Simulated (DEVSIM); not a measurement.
# illuminated GaAs p-on-n cell, one wavelength

Structure: illuminated GaAs p-on-n cell, one wavelength, at 300 K.

```tsv
layer (left to right)	material	thickness (μm)	Nd (cm⁻³)	Na (cm⁻³)	τn (s)	τp (s)	absorption coefficient (cm⁻¹)
1	GaAs	0.500	-	8.8e17	6.7e-9	2.6e-9	15000
2	GaAs	2.50	1.4e14	-	3.2e-8	3.2e-8	15000
```

Left contact: ohmic, minority electron recombination velocity 60000 cm/s. Right contact: ohmic, minority hole recombination velocity 20000 cm/s. Voltage is applied to the left contact. Recombination: SRH at mid-gap, radiative, Auger. Light enters at the left, 5e17 photons cm⁻² s⁻¹, one pass, no reflection. Mobility is μmin + (μ − μmin)/(1 + (N/Nref)^α).

Constants are typed, rounded textbook-type inputs, not results; the design itself was drawn at random and stands for no fabricated device. Values at 300 K.

```tsv
parameter	GaAs
gap (eV)	1.424
affinity (eV)	4.07
permittivity	12.9
Nc (cm⁻³)	4.7e17
Nv (cm⁻³)	9e18
μn (cm²/Vs)	8500
μp (cm²/Vs)	400
μn,min	500
μp,min	20
Nref,n	6e16
Nref,p	1.5e17
αn	0.39
αp	0.38
B (cm³/s)	2e-10
Cn (cm⁶/s)	1e-30
Cp (cm⁶/s)	1e-30
```

Simulated with DEVSIM: 1D drift-diffusion, Boltzmann statistics, complete ionisation; no tunnelling, impact ionisation, image-force lowering or self-heating.

```yaml
potential_step_across_the_device_at_zero_bias: 1.154 V
largest_field_in_the_device_at_zero_bias: 49000 V/cm
Dark forward voltage at 1 A/cm²: 0.963 V
Dark forward voltage at 100 A/cm²: 1.146 V
short_circuit_current: 78.0 mA/cm²
open_circuit_voltage: 0.883 V
fill_factor: 0.85
largest_power: 58.4 mW/cm²
share_of_generated_pairs_collected_at_short_circuit: 0.984
```

Dark forward current:

(V (V), J (A/cm²)): (0.05, 1.9e-10); (0.15, 2.0e-9); (0.25, 1.6e-8); (0.35, 1.2e-7); (0.45, 9.5e-7); (0.55, 7.9e-6); (0.65, 7.5e-5); (0.70, 0.00026); (0.80, 0.0049); (0.90, 0.14); (1.00, 2.9); (1.10, 36); (1.20, 310); (1.30, 2400)

Current under light (generator sign):

```csv
V (V),J (mA/cm²)
0.00,78.0
0.14,78.0
0.28,77.9
0.44,77.9
0.58,77.8
0.74,76.8
0.76,76.1
0.78,74.9
0.80,72.5
0.82,67.9
0.84,58.9
0.86,41.2
0.88,6.69
0.90,-59.9
```
